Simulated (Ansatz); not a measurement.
Several settings converged on the (100) slab of BaTiO3 (cut from a parent of space group no. 38; 10 atoms in the cell)

```
CELL_PARAMETERS angstrom
      4.07763     0.00000     0.00000
     -4.09574     4.07759     0.00000
      0.00000     0.00000    20.00492
ATOMIC_POSITIONS crystal
  Ba 0.00000 0.00341 0.44997
  Ba 0.00000 0.00341 0.65009
  O  0.48708 0.97843 0.34991
  O  0.51292 0.49135 0.34991
  O  0.00000 0.48820 0.44997
  O  0.48708 0.97843 0.55003
  O  0.51292 0.49135 0.55003
  O  0.00000 0.48820 0.65009
  Ti 0.00000 0.51850 0.34991
  Ti 0.00000 0.51850 0.55003
```

Base method: LDA (PW92), default PAW files made with PBE (plane waves; Ansatz, a program for electronic structure).

Base settings: basis.ecutwfc = 30.9 Ry; kpoints.mp_grid.grid = 6 6 1; hamiltonian.xc = lda; hamiltonian.pseudopotentials = {kind: paw} (the program's default PAW files); scf.occupations.method = fermi_dirac; scf.occupations.width = 0.0037 Ry.

The count of work is k-points × plane waves × bands × iterations; it is no time. Core times come from one kind of shared machine, to one figure; runs under 30 s give none.

**The vacuum**

The mesh stays at the base's, so the ladder's end is converged at best in this setting alone.

Only quantities that move along the ladder and can be compared are tabulated.

```csv
vacuum between outermost atoms (Å),free energy less the last step's (meV/atom),largest difference of a force vector from the last step's (eV/Å),gap on the mesh (eV),count of work / last
3.0,-104.46,1.289,1.824,0.21
4.0,-29.87,0.807,1.745,0.28
5.0,-11.38,0.635,1.667,0.31
6.0,-6.51,0.487,1.636,0.28
7.0,-4.72,0.385,1.618,0.30
8.0,-3.76,0.313,1.604,0.32
10.0,-2.61,0.219,1.585,0.37
12.0,-1.93,0.160,1.574,0.46
14.0,-1.44,0.120,1.566,0.51
17.0,-0.92,0.078,1.557,0.59
20.0,-0.61,0.051,1.551,0.66
25.0,-0.22,0.020,1.543,0.79
30.0,0.00,0.000,1.538,1.0
```

State of the free energy at the end of the ladder: still drifting one way, by 0.61 meV/atom over the last two steps, so the last step is no safe reference.

Smallest vacuum between outermost atoms (Å) that holds the forces within 0.01 eV/Å: not settled: the last two steps still differ by 0.020 eV/Å, over half the tolerance, so the ladder does not show it.

Smallest vacuum between outermost atoms (Å) that holds the gap on the mesh within 0.01 eV: not settled: the last two steps still differ by 0.005 eV, over half the tolerance, so the ladder does not show it.

**The k-point mesh**

Only quantities that move along the ladder and can be compared are tabulated.

```tsv
kpoints.mp_grid.grid	free energy less the last step's (meV/atom)	largest difference of a force vector from the last step's (eV/Å)	gap on the mesh (eV)	count of work / last	core time / last (rough)
2 2 1	52.31	1.217	1.436	0.025	–
3 3 1	5.59	0.208	1.885	0.033	–
4 4 1	0.69	0.039	1.562	0.058	–
5 5 1	0.09	0.007	1.705	0.074	–
6 6 1	0.00	0.001	1.566	0.11	–
7 7 1	0.00	0.000	1.640	0.13	0.1
8 8 1	0.01	0.000	1.566	0.17	0.2
10 10 1	0.00	0.000	1.566	0.26	0.2
11 11 1	0.00	0.000	1.596	0.30	0.3
13 13 1	-0.01	0.000	1.588	0.40	0.4
16 16 1	0.00	0.000	1.566	0.60	0.6
18 18 1	0.00	0.000	1.566	0.75	0.7
21 21 1	0.00	0.000	1.574	1.0	1
```

Coarsest kpoints.mp_grid.grid that holds the forces within 0.01 eV/Å of the last step, with all finer ones: 5 5 1, at 0.074 of the last step's count of work; the step before is off by 0.039 eV/Å.

Coarsest kpoints.mp_grid.grid that holds the free energy within 1 meV/atom of the last step, with all finer ones: 4 4 1, at 0.058 of the last step's count of work; the step before is off by 5.6 meV/atom.

The gap on the mesh jumps up and down from mesh to mesh; it is no smooth measure of convergence.

**The depth of the slab**

On the (100) slab of BaTiO3 (cut from a parent of space group no. 38; 5 atoms in the cell), and deeper slabs.

Surface energy = (E_slab − N e_bulk)/2A, with e_bulk from the bulk crystal on its finest mesh (657 k-points); errors per atom of slab and bulk, whose meshes differ, grow with N. The bulk cell stands at -11.4 GPa at this level, so the slab is strained in the plane.

The mesh stays at the base's, so the ladder's end is converged at best in this setting alone.

Only quantities that move along the ladder and can be compared are tabulated.

```csv
atoms,unrelaxed surface energy (J/m²),gap on the mesh (eV),count of work / last,core time / last (rough)
5,1.410,2.037,0.052,–
10,1.494,1.566,0.14,–
15,1.498,1.503,0.26,0.2
20,1.499,1.495,0.40,0.3
25,1.500,1.493,0.57,0.5
30,1.500,1.491,0.77,0.8
35,1.500,1.489,1.0,1
```

Smallest size that holds the gap on the mesh within 0.1 eV of the last step, with all finer ones: 10, at 0.14 of the last step's count of work; the step before is off by 0.55 eV.

Smallest size that holds the unrelaxed surface energy within 0.05 J/m² of the last step, with all finer ones: 10, at 0.14 of the last step's count of work; the step before is off by 0.090 J/m².

On the base run: the starting cell comes from a database of computed structures (which also holds hypothetical and non-ambient phases and stackings), without a prior relaxation at this level. The slab is cut from that crystal, and its faces are unrelaxed. Its lattice was rescaled by up to half a per cent. Spin polarisation is off, though cut faces can carry moments; a gap of a slab can lie between surface states. The two faces of this cut differ, and no dipole correction was used. In the base run, forces exceed 1 eV/Å.

Left out of this page: 1 run of the series outside the window shown, repeating another row's setting, or not comparable.

Keys are those of Ansatz 0.2.
